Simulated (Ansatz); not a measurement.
Zr: response to strain

Consider Zr in the hcp (Mg type) structure (space group P6_3/mmc, No. 194; a = 3.144 Å, c = 5.093 Å; relaxed with 0.1 eV smearing). Axes: x lies along a and z along c of the hexagonal cell.

Strains are applied to the cell and any free atomic positions relax; under biaxial strain the out-of-plane vector relaxes too.

Level of theory: Ansatz (a quantum-chemistry and plane-wave program) LDA, no spin-orbit coupling.

Candidates:
(a) biaxial strain −2.50 %, plane normal [001], relaxed out of plane
(b) biaxial strain +3.00 %, plane normal [001], relaxed out of plane
(c) biaxial strain +2.50 %, plane normal [001], relaxed out of plane
(d) biaxial strain −2.00 %, plane normal [001], relaxed out of plane

Problem. Order them by out-of-plane strain, lowest first.

Solution. (b) biaxial strain +3.00 %, plane normal [001], relaxed out of plane (-2.55 %), (c) biaxial strain +2.50 %, plane normal [001], relaxed out of plane (-2.14 %), (d) biaxial strain −2.00 %, plane normal [001], relaxed out of plane (+2.04 %), (a) biaxial strain −2.50 %, plane normal [001], relaxed out of plane (+2.63 %)

Whether these cells are dynamically stable was not tested. The final runs are not spin-polarised.
